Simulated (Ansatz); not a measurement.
Hypothetical diamond Al, response to strain

Consider Al in the diamond structure (space group Fd-3m, No. 227; a = 6.050 Å; a hypothetical phase, not in the database extracts checked; relaxed with 0.1 eV smearing). Axes: x, y, z lie along the cube axes.

Strains are applied to the cell and any free atomic positions relax.

Levels (all Ansatz, a program for electronic structure, PAW): PBE (420 eV, no spin-orbit coupling); PBEsol (420 eV, spin-orbit coupling left out).

The base cell above is that of PBE; each level relaxes its own structures.

Notes on the quantities. energy relative to the base: free energy F.

```json
[
 {"case": "isotropic strain −2.56 %", "energy relative to the base, PBE": "+21 meV/atom", "energy relative to the base, PBEsol": "+22 meV/atom"},
 {"case": "isotropic strain +1.11 %", "energy relative to the base, PBE": "+3.4 meV/atom", "energy relative to the base, PBEsol": "+3.6 meV/atom"},
 {"case": "uniaxial strain ε_xx = −5.78 %", "energy relative to the base, PBE": "+6.3 meV/atom", "energy relative to the base, PBEsol": "+6.3 meV/atom"},
 {"case": "uniaxial strain ε_xx = −1.12 %", "energy relative to the base, PBE": "+0.2 meV/atom", "energy relative to the base, PBEsol": "+0.2 meV/atom"}
]
```

The two levels differ by at most about 0.9 meV/atom. They put the cases in the same order.

Whether these cells are dynamically stable was not tested.
